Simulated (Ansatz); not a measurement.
Formation energy of the bound charge states of F interstitial in rock-salt LiF (start: void with 4F4Li nearest; 64-site cell, 2×2×2 shifted sampling) against the Fermi level, Li-rich (Δμ(F) = -5.89 eV; only phases computed here count, gases as isolated molecules at 0 K). Level of theory: PBE, PAW (plane waves to 420 eV; Ansatz, a program for electronic structure).

Cell and caveats: 64-site cell; 2×2×2 shifted k-points; host gap 8.83 eV; charged states image-corrected; not converged in cell size; flagged in the runs: a doubtful potential alignment.

```csv
E_F − E_VBM (eV),q = +1,q = 0,q = −1
0.00,7.53,7.70,9.66
1.10,8.64,7.70,8.55
2.21,9.74,7.70,7.45
3.31,10.84,7.70,6.35
4.41,11.95,7.70,5.24
5.52,13.05,7.70,4.14
6.62,14.15,7.70,3.04
7.72,15.26,7.70,1.93
8.83,16.36,7.70,0.83
```

Crossings of the lowest lines: (+1/0) at 0.16 eV; (0/−1) at 1.96 eV.
